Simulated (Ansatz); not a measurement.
## Ti on the 1x1 (10-10) surface of wurtzite AlN (cut with top plane Al + N), one in a 2x1 cell, started at the site 'hollow Al'

Host crystal: wurtzite AlN, with a band gap (PBE, scalar-relativistic without spin-orbit coupling).

Calculation: PBE (plane waves to 420 eV, PAW; Ansatz, a quantum-chemistry and plane-wave program).

Model: 33-atom slab, 8.9 Å thick at the start under the adsorbate (thin: gaps and levels are the slab's own), 3x4x1 mesh, Fermi-Dirac 0.01 eV, dipole correction, 16 atoms held, the rest relaxed; held to the start's symmetry, so lower structures may exist; spin-polarised, ending with about 2.0 μB a cell; orders that need a larger cell were not tried, no spin-orbit, no U, no dispersion correction. At the end it is bonded to 5 Al + 2 N. In PBE it is, or lies within 0.03 eV of, the lowest of the starts that converged.

The adsorption energy against an atom of hcp Ti comes out as 1.33 eV and the change of the step from the bottom to the top vacuum level, against the clean slab is -0.27 eV. The energy released by relaxation comes out as 1.91 eV and the height of the binding atom over the mean of the host atoms within 0.3 Å of the top one is 1.323 Å. The magnetic moment of the cell is 2.00 μB and the nearest host atoms of the binding atom is N at 2.08 Å, N at 2.08 Å, Al at 2.48 Å. The largest move of a host atom is 0.40 Å and the note is in the relaxation the adsorbate left its starting site by 1.0 Å. The cost comes out as around 12 core-minutes (rough).

A negative adsorption energy means that the adsorbate is more stable on the surface than in its reference.
